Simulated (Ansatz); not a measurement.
Converging the plane-wave cutoff: LaS (Cm, 8 atoms in the cell)

```yaml
crystal:
  lattice:
    - [2.89773, -2.90054, 0.00000]
    - [2.89773, 2.90054, 0.00000]
    - [0.00000, 0.00000, 18.10570]
  atoms:
    - { symbol: La, position: [0.82443, 0.17557, 0.18134] }
    - { symbol: La, position: [0.17557, 0.82443, 0.82142] }
    - { symbol: La, position: [0.67557, 0.32443, 0.67858] }
    - { symbol: La, position: [0.32443, 0.67557, 0.32142] }
    - { symbol: S, position: [0.32452, 0.67548, 0.15889] }
    - { symbol: S, position: [0.67548, 0.32452, 0.84111] }
    - { symbol: S, position: [0.17548, 0.82452, 0.65889] }
    - { symbol: S, position: [0.82452, 0.17548, 0.34111] }
```

Method of the run: PBEsol, default PAW files made with PBE (plane waves; Ansatz, a quantum-chemistry and plane-wave program).

Base settings: basis.ecutwfc = 420 eV; kpoints.mp_grid.grid = 4 4 1; hamiltonian.xc = pbesol; hamiltonian.pseudopotentials = {kind: paw} (the program's default PAW files); scf.occupations.method = fermi_dirac; scf.occupations.width = 0.1 eV.

The second cell is the first with its lattice scaled by 0.98.

The mesh stays at the base's, so the ladder's end is converged at best in this setting alone.

The first pressure column holds Ansatz's estimate of the finite-basis (Pulay) stress, which hides part of the cutoff error; the other is without it.

Only quantities that move along the ladder and can be compared are tabulated.

The count of work is k-points × plane waves × bands × iterations; it is no time. 

The starting cell comes from a database of computed structures (which also holds hypothetical and non-ambient phases and stackings), without a prior relaxation at this level. Its lattice was rescaled by up to half a per cent. One atom was moved a little off its site on purpose. Without a gap this mesh is coarse (it stands for a supercell whose shortest vector is 16 Å).

```tsv
basis.ecutwfc	free energy less the last step's (meV/atom)	energy of the compressed cell less the first (meV/atom)	pressure (GPa)	pressure without the Pulay estimate (GPa)	largest difference of a force vector from the last step's (eV/Å)	count of work / last
145 eV	2101.02	-21.04	-1.58	-15.32	0.262	0.067
170 eV	1313.80	7.01	-0.78	-13.55	0.265	0.080
190 eV	847.81	1.94	-1.29	-11.97	0.186	0.095
210 eV	515.81	-4.77	-2.08	-9.85	0.110	0.11
230 eV	295.88	-7.43	-2.17	-7.73	0.049	0.12
250 eV	160.94	-9.47	-2.32	-5.93	0.019	0.14
295 eV	32.93	-12.44	-2.38	-3.45	0.003	0.16
335 eV	5.79	-12.51	-2.37	-2.64	0.002	0.19
380 eV	0.72	-12.61	-2.38	-2.41	0.000	0.23
420 eV	0.37	-12.62	-2.38	-2.38	0.000	0.27
460 eV	0.29	-12.63	-2.38	-2.39	0.000	0.31
505 eV	0.18	-12.64	-2.38	-2.39	0.000	0.36
565 eV	0.10	-12.64	-2.38	-2.38	0.000	0.42
630 eV	0.07	-12.64	-2.38	-2.38	0.000	0.49
735 eV	0.04	-12.64	-2.38	-2.38	0.000	0.62
840 eV	0.03	-12.64	-2.38	-2.38	0.000	0.76
1010 eV	0.00	-12.64	-2.38	-2.38	0.000	1.0
```

Coarsest basis.ecutwfc that holds the pressure within 0.5 GPa of the last step, with all finer ones: 210 eV, at 0.11 of the last step's count of work; the step before is off by 1.1 GPa.

Coarsest basis.ecutwfc that holds the free energy within 2 meV/atom of the last step, with all finer ones: 380 eV, at 0.23 of the last step's count of work; the step before is off by 5.8 meV/atom.

Coarsest basis.ecutwfc that holds the energy of the compressed cell less the first within 2 meV/atom of the last step, with all finer ones: 295 eV, at 0.16 of the last step's count of work; the step before is off by 3.2 meV/atom.

The energy difference between the two cells stays within 1 meV/atom of the last step's from 295 eV on, the total only from 380 eV on: much of the error is common to both cells and cancels.

At the lowest cutoff the pressure without the Pulay estimate lies 12.9 GPa under the last step's, the usual sign of Pulay stress in an incomplete plane-wave basis.

Keys are those of Ansatz 0.2.
